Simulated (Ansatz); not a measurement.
**Cu3Pt in the Cu3Au type structure (space group Pm-3m, No. 221)**

```xyz
4
Lattice="3.6671 0.0000 0.0000 0.0000 3.6671 0.0000 0.0000 0.0000 3.6671" Properties=species:S:1:pos:R:3 pbc="T T T"
Cu     0.0000     1.8335     1.8335
Cu     1.8335     0.0000     1.8335
Cu     1.8335     1.8335     0.0000
Pt     0.0000     0.0000     0.0000
```

The values are results of DFT with PBEsol, PAW potentials and a 420 eV plane-wave cutoff in Ansatz (an electronic-structure program), without spin-orbit coupling, not measurements. Γ-centred 13×13×13 mesh, Fermi–Dirac width 0.05 eV.

| Property | Value |
|---|---|
| Volume per atom | 12.33 Å³ |
| Density | 12.99 g/cm³ |
| Band gap | zero |
| Total energy | -8037.663 eV/atom (σ→0; compares only within this code and set-up) |

Whether these cells are dynamically stable was not tested. All final runs are without spin polarisation.
